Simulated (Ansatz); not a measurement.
We consider cubic perovskite KCdF₃, described by r²SCAN (plane waves, PAW; Ansatz, an electronic-structure program).

Settings: plane-wave cutoff 560 eV, 8×8×8 k mesh, Fermi–Dirac smearing 0.01 eV, scalar-relativistic PAW data made under PBE.

Pressure at four volumes; x = ln(V/16.867 Å³). One pressure is withheld.

| V (Å³/atom) | x | P (GPa) |
|---|---|---|
| 15.855 | -0.0619 | 4.73 |
| 16.867 | 0.0000 | 0.01 |
| 17.542 | 0.0392 | -2.34 |
| 17.880 | 0.0583 | ? |

Question: Pass a parabola P(x) through the three rows shown, estimate the bulk modulus and its pressure derivative near zero pressure, and predict the withheld pressure.

Answer: Slopes between the rows: (0.01 − (4.73))/(0.0000 − (-0.0619)) = -76.25 and (-2.34 − (0.01))/(0.0392 − (0.0000)) = -59.95 GPa. Their difference over the span 0.1011 is c = 16.30/0.1011 = 161.2 GPa, so P(x) = 4.73 + (-76.25)(x − (-0.0619)) + 161.2 (x − (-0.0619))(x − (0.0000)). At the middle row B = −dP/dx = −[-76.25 + 161.2 × 0.0619] = 66.3 GPa, and B′ = dB/dP = 2c/B = 4.9. At x = 0.0583 the parabola gives -3.31 GPa; the run gives -3.32 GPa. The Birch–Murnaghan fit to the energies at all volumes has B0 = 65.7 GPa and B′ = 4.8.

Note: the relaxation could not lower the start's symmetry, so the cell can be a saddle point above a distorted one.
